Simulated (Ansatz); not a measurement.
# Ca in the diamond structure (space group Fd-3m, No. 227; a hypothetical phase, not in the database extracts checked)

```yaml
crystal:
  lattice:
    - [0.00000, 4.31013, 4.31013]
    - [4.31013, 0.00000, 4.31013]
    - [4.31013, 4.31013, 0.00000]
  atoms:
    - { symbol: Ca, position: [0.75000, 0.75000, 0.75000] }
    - { symbol: Ca, position: [0.50000, 0.50000, 0.50000] }
```

Calculations: PBE (Ansatz, a first-principles code; PAW; 420 eV plane waves; without spin-orbit coupling). Γ-centred 10×10×10 mesh, Fermi–Dirac width 0.05 eV.

| Item | Result |
|---|---|
| Volume per atom | 80.07 Å³ |
| Density | 0.83 g/cm³ |
| Band gap | zero |
| Total energy | -1815.813 eV/atom (σ→0; compares only within this code and set-up) |

Whether these cells are dynamically stable was not tested.
